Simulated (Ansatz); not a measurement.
fluorite-type NiSi2 (0 0 1) on silicon (0 0 1), Al on 1 of 2 substrate sites at each interface (film strained to the substrate, faces as cut)

A periodic stack without vacuum, fluorite-type NiSi2 (0 0 1) on silicon (0 0 1), Al on 1 of 2 substrate sites at each interface (film strained to the substrate, faces as cut): substrate slab Si22Al2, film Ni8Si16, surface cells [[-2, 0], [-1, -1]] and [[-2, 0], [-1, -1]], film strained by +0.5 and +0.5 %, faces Si/Si and Si/Ni as cut (like faces can put a slab off its formula).

The start was prepared with a machine-learned potential, and the result is one local minimum, with the in-plane cell held and forces under 0.04 eV/Å; the film can end far from its bulk form.

Computed with PBE (plane waves to 420 eV, PAW; Ansatz, a quantum-chemistry and plane-wave program). Scalar-relativistic, without spin–orbit coupling; the runs are not spin-polarised; PBE gaps are too small against experiment. Its k-point mesh 4×7×1, Fermi–Dirac width 0.05 eV.

```
Item                                                                                                                      Value
--------------------------------------------------------------------------------  ---------------------------------------------
interface area                                                                                                          29.9 Å²
period                                                                                                                  27.31 Å
gaps between the outermost planes at the two interfaces                                                         1.54 and 1.11 Å
Al–Si contacts across the interfaces within 1.22 times the sum of covalent radii                                 5, mean 2.68 Å
Ni–Si contacts across the interfaces within 1.22 times the sum of covalent radii                                 4, mean 2.34 Å
Si–Si contacts across the interfaces within 1.22 times the sum of covalent radii                                 3, mean 2.51 Å
Al–Ni contacts across the interfaces within 1.22 times the sum of covalent radii                                 2, mean 2.55 Å
estimate of the barrier                                                           withheld, since the two interfaces are unlike
```

```yaml
crystal:
  lattice:
    - [7.73405, -0.00233, -0.17717]
    - [-0.00098, 3.86653, -0.11552]
    - [2.56820, -0.53201, 27.28505]
  atoms:
    - { symbol: Si, position: [0.45548, 0.84121, 0.06226] }
    - { symbol: Si, position: [0.99947, 0.84037, 0.06207] }
    - { symbol: Al, position: [0.23890, 0.21891, 0.01740] }
    - { symbol: Si, position: [0.73725, 0.91787, 0.02258] }
    - { symbol: Si, position: [0.70232, 0.39130, 0.16259] }
    - { symbol: Si, position: [0.20165, 0.39011, 0.16436] }
    - { symbol: Si, position: [0.46205, 0.35912, 0.11306] }
    - { symbol: Si, position: [0.96719, 0.35830, 0.11293] }
    - { symbol: Si, position: [0.42861, 0.92393, 0.26358] }
    - { symbol: Si, position: [0.92502, 0.92399, 0.26362] }
    - { symbol: Si, position: [0.18910, 0.90733, 0.21428] }
    - { symbol: Si, position: [0.68964, 0.90835, 0.21268] }
    - { symbol: Si, position: [0.65144, 0.45808, 0.36455] }
    - { symbol: Si, position: [0.15187, 0.46002, 0.36289] }
    - { symbol: Si, position: [0.41601, 0.44119, 0.31358] }
    - { symbol: Si, position: [0.91245, 0.44128, 0.31360] }
    - { symbol: Si, position: [0.37290, 0.99732, 0.46384] }
    - { symbol: Si, position: [0.88014, 0.99643, 0.46390] }
    - { symbol: Si, position: [0.13933, 0.97758, 0.41262] }
    - { symbol: Si, position: [0.63887, 0.97552, 0.41475] }
    - { symbol: Al, position: [0.60028, 0.55866, 0.56783] }
    - { symbol: Si, position: [0.10106, 0.54809, 0.56583] }
    - { symbol: Si, position: [0.35926, 0.51515, 0.51367] }
    - { symbol: Si, position: [0.86865, 0.51402, 0.51374] }
    - { symbol: Ni, position: [0.04602, 0.79481, 0.78234] }
    - { symbol: Ni, position: [0.54888, 0.80503, 0.78093] }
    - { symbol: Ni, position: [0.31817, 0.25296, 0.68339] }
    - { symbol: Ni, position: [0.82631, 0.25237, 0.68277] }
    - { symbol: Ni, position: [0.00155, 0.87711, 0.97641] }
    - { symbol: Ni, position: [0.49585, 0.87410, 0.97663] }
    - { symbol: Ni, position: [0.27434, 0.32477, 0.87724] }
    - { symbol: Ni, position: [0.77225, 0.33189, 0.87937] }
    - { symbol: Si, position: [0.81214, 0.76955, 0.73177] }
    - { symbol: Si, position: [0.30773, 0.76993, 0.73229] }
    - { symbol: Si, position: [0.05886, 0.27781, 0.73315] }
    - { symbol: Si, position: [0.56064, 0.28661, 0.73203] }
    - { symbol: Si, position: [0.08718, 0.10339, 0.62422] }
    - { symbol: Si, position: [0.58461, 0.12646, 0.63168] }
    - { symbol: Si, position: [0.82922, 0.72621, 0.63541] }
    - { symbol: Si, position: [0.33860, 0.72630, 0.63580] }
    - { symbol: Si, position: [0.76000, 0.85060, 0.93028] }
    - { symbol: Si, position: [0.26099, 0.84260, 0.92872] }
    - { symbol: Si, position: [0.01277, 0.35770, 0.93005] }
    - { symbol: Si, position: [0.50773, 0.35546, 0.93026] }
    - { symbol: Si, position: [0.03412, 0.31225, 0.83093] }
    - { symbol: Si, position: [0.53645, 0.31969, 0.83024] }
    - { symbol: Si, position: [0.78431, 0.81495, 0.83090] }
    - { symbol: Si, position: [0.28609, 0.81006, 0.82999] }
```
